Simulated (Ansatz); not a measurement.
For TiTe2 (model structure, started from the CdI2 type, P-3m1, No. 164, 3 atoms in the cell), PBEsol in Ansatz (PAW) gives:

equilibrium lattice constant a: 3.696 Å
c axis length: 6.443 Å
bulk modulus B0: 35.4 GPa
cohesive energy: 4.54 eV/atom

Question: What does r²SCAN in Ansatz (plane waves, PAW) give for the same quantities?

Answer: 
- lattice constant a: 3.802 Å (rises by 2.9 %)
- lattice parameter c: 6.899 Å (rises by 7.1 %)
- bulk modulus: 15.3 GPa (decreases by 57 %)
- cohesive energy: 3.90 eV/atom (decreases by 0.64 eV/atom)

Changes are worked out from the printed values.

Unless a cell is named, each level is at its own relaxed cell (PBEsol 25.41, r²SCAN 28.79 Å³/atom).

Levels without +SOC leave out spin–orbit coupling, which shifts energies and cells of such heavy elements.

Caveats: the bulk modulus is −V dP/dV from two relaxed cells at ±2 % in volume (PBEsol, r²SCAN). Ansatz's density-functional and Hartree–Fock values are scalar-relativistic unless marked +SOC, with PAW data made under PBE.

A model structure was made by putting elements into a prototype or built by hand; here it ended with the formula and space group of a phase in our tables.

Ansatz is a quantum-chemistry and plane-wave program.
